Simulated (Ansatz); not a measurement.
# Effect of electrons 2.0×10^22 cm⁻³ on hypothetical P6_422 SiC

The reference is SiC (space group P6_422, No. 181; a = 3.066 Å, c = 7.031 Å; a hypothetical phase, not in the database extracts checked).

The change: electron doping at 2.0×10^22 cm⁻³ (1.14 per cell), with a uniform compensating background at fixed cell and a 300 K Fermi–Dirac width.

All numbers come from PBEsol (Ansatz, a program for electronic structure; PAW; 420 eV plane waves; no SOC). k-mesh 17×17×7 (Γ-centred); smearing 0.0259 eV (Fermi–Dirac).

- Gap between the host's bands = 0.72 eV (base 0.77 eV)
- Gap character = indirect, Γ → M (base indirect, Γ → M)
- Fermi level relative to the doped band's edge (positive inside the band; to 0.05 eV) = +1.75 eV

Final structure:

```xyz
6
Lattice="3.0657 0.0000 0.0000 -1.5329 2.6550 0.0000 0.0000 0.0000 7.0310" Properties=species:S:1:pos:R:3 pbc="T T T"
Si    -0.7664     1.3275     2.3437
Si     0.7664     1.3275     4.6873
Si     1.5329     0.0000     0.0000
C     -0.7664     1.3275     5.8592
C      0.7664     1.3275     1.1718
C      1.5329     0.0000     3.5155
```
Cell charge -1.14457.

Charged cell with a jellium background: band edges are those of the host's band count, energies are not comparable with the neutral cell, and many-body gap narrowing is missing. No phonon test of stability was made. The base started in P3_121 and relaxed to P6_422 at this level.
